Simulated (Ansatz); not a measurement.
An Ansatz (a program for electronic structure) input (r2SCAN, PAW, 500 eV (Ansatz; no spin-orbit coupling)):

Ansatz 0.2 input:
```yaml
crystal:
  lattice:
    - [3.5291068482, 0, 0]
    - [1.7645534241, 3.0562961832, 0]
    - [0, 0, 17.8815036753]
  atoms:
    - { symbol: Pb, position: [0.3333333333, -0.1666666667, 0.4194278141] }
    - { symbol: Pb, position: [1, -0.5, 0.5805721859] }
basis: { ecutwfc: 500, ecutrho_ratio: 4, xc_grid: 4, fft_grid_basis: typed }
kpoints: { mp_grid: { grid: [15, 15, 1] } }
hamiltonian:
  xc: r2scan
  dispersion: none
  pseudopotentials: { kind: paw }
scf: { occupations: { method: fermi_dirac, width: 0.05 }, convergence: { dr2_threshold: 0.0000000002 } }
relax: { f_tol: 0.01, max_steps: 50 }
output: { forces: true, stress: true }
checkpoint: { write: state.ck, write_every: 1000 }
```

Q: Which symmetry and how many k-points will the program report, and about how many plane waves at Γ?

A: Space group P-3m1 (ITA 164) with 12 operations, k-points 27 of 225, and 4901 plane waves at Γ.

Stability against distortions was not tested. The cell was made from Pb in the fcc (Cu type) structure (space group Fm-3m, No. 225) by this change: a free-standing slab of 2 layers (2 atoms, 1 a layer) is cut normal to [111], with 15 Å of vacuum and the in-plane cell held at bulk.
